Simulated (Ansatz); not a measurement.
**InP: pressure series**

The reference is InP in the zinc blende structure (space group F-43m, No. 216).

```
CELL_PARAMETERS angstrom
      0.00000     2.97968     2.97968
      2.97968     0.00000     2.97968
      2.97968     2.97968     0.00000
ATOMIC_POSITIONS crystal
  P  0.25000 0.25000 0.25000
  In 0.00000 0.00000 0.00000
```

Cell and atoms are relaxed at each pressure.

Level of theory: PBE/PAW in Ansatz (a first-principles code), no spin-orbit coupling.

Two rows of this table had their results exchanged by mistake.

```tsv
pressure	volume per atom (Å³)	shortest distance (Å)	band gap
pressure −2 GPa	24.64	2.520	0.83 eV
pressure −1 GPa	26.93	2.596	0.35 eV
pressure 0.3 GPa	26.32	2.576	0.47 eV
pressure 0.7 GPa	26.16	2.571	0.51 eV
pressure 1.5 GPa	25.83	2.560	0.57 eV
pressure 3 GPa	25.29	2.542	0.69 eV
pressure 5 GPa	27.45	2.612	0.24 eV
pressure 7.5 GPa	23.94	2.496	0.99 eV
pressure 10 GPa	23.33	2.475	1.12 eV
```

Task: Which two?

Result: The rows for pressure −2 GPa and pressure 5 GPa: the volume has to fall steadily with pressure, so 27.45 Å³ belongs to pressure −2 GPa and 24.64 Å³ to pressure 5 GPa.

Load acts through the strain it causes; cell and atoms are relaxed under it. Whether these cells are dynamically stable was not tested. Measured, InP leaves this structure (for rock salt) near 9.8 GPa (temperature not stated; as listed in Datta, Sujoy, Jana, Debnarayan, arXiv (2020)). The zero or small gap of InP under pressure −2 GPa can change with the level of theory.
